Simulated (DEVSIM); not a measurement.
Device: p-channel Ge fully depleted SOI MOSFET with HfO2, at 250 K.

- Gate length = 40 nm
- Source drain length = 32 nm
- Dielectric thickness = 8.8 nm
- Lateral straggle = 3.1 nm
- Underlap = 0 nm
- Body thickness = 10.5 nm
- Buried oxide = 10 nm
- Gate work function = 4.45 eV
- Source and drain doping = 4.8e19 cm⁻³, Gaussian tails under the gate
- Body doping = 3e16 cm⁻³
- Lifetime = 5e-7 s
- Supply = 0.7 V
- Back work function = 4.33 eV

All mobilities are scaled by 1; velocity saturation, μ/(1 + (μE/vsat)^b)^(1/b) with b = 2 for electrons and 1 for holes and E the electric field along each mesh edge, is on. Mobility is μmin + (μ − μmin)/(1 + (N/Nref)^α).

This is a model device: material constants are rounded textbook-type values typed into the input, and sizes, dopings and lifetimes were drawn at random. Values at 300 K; Nc and Nv go as T^1.5, mobilities as T to minus their exponent, the gap by Varshni's rule with the affinity fixed.

Ge: gap (eV) 0.664, affinity (eV) 4, permittivity 16, Nc (cm⁻³) 1.04e19, Nv (cm⁻³) 6e18, μn (cm²/Vs) 3900, μp (cm²/Vs) 1900, μn,min 150, μp,min 100, Nref,n 2.6e17, Nref,p 4e17, αn 0.56, αp 0.6, T exponent of μn 1.66, T exponent of μp 2.33, vsat,n (cm/s) 6.5e6, vsat,p (cm/s) 6e6, Varshni α (eV/K) 0.000477, Varshni β (K) 235. HfO2: gap (eV) 5.7, affinity (eV) 2.5, permittivity 22. SiO2: gap (eV) 9, affinity (eV) 0.9, permittivity 3.9.

Model (solved in DEVSIM): 2D drift-diffusion, Boltzmann statistics, complete ionisation; no quantum confinement, tunnelling, impact ionisation, self-heating, contact resistance or fringe fields beside the gate. Metal contacts follow the ideal Schottky-Mott rule: no Fermi-level pinning, no interface dipoles.

Transfer curves, |Id| in μA/μm:

```csv
Vg (V),Vd = -0.05 V,Vd = -0.7 V
0.21,0.006482,0.3295
0.175,0.01344,0.6567
0.14,0.02781,1.230
0.105,0.05739,2.230
0.07,0.1181,3.952
0.035,0.2421,6.807
0,0.4931,11.32
-0.035,0.9943,18.05
-0.07,1.973,27.54
-0.105,3.821,40.21
-0.14,7.133,56.32
-0.175,12.67,74.24
-0.21,20.90,94.86
-0.245,32.22,118.4
-0.28,46.76,144.7
-0.315,64.19,173.4
-0.35,83.96,204.1
-0.385,105.5,236.5
-0.42,128.2,270.3
-0.455,151.6,305.1
-0.49,175.3,340.6
-0.525,199.3,376.9
-0.56,223.3,413.7
-0.595,247.0,451.1
-0.63,270.4,488.8
-0.665,293.3,527.0
-0.7,315.5,565.5
```

Work out the subthreshold swing at low drain bias from the rows at 0.21 and 0.175 V, and compare it with the thermal limit.

log10(0.01344/0.006482) = 0.317 over 35.0 mV, so S = 111 mV/decade. The limit kT/q ln 10 is 49.6 mV/decade; the ratio is 2.23. This is the steepest step of the table.

Find both thresholds at the constant current 0.1 μA × (1 μm/L) a micrometre, and the DIBL.

The current is 2.50 μA/μm. Interpolating ln Id gives -0.083 V and 0.098 V; their difference over the 0.65 V of drain bias is 280 mV/V.

Give the natural length λ = √(ε_body t_body t_ox / (ε_ox)) and the gate length in units of it.

λ = 8.20 nm and L/λ = 4.9. The formula is that for thin layers, and L is the gate's length, not the shorter one between the doping tails.

Source and drain are degenerate, where Boltzmann statistics are only rough. The electric field that drives the saturation includes the junctions' built-in field, which lowers the mobility there even at small currents: subthreshold currents come out too low, a known weakness of this choice.
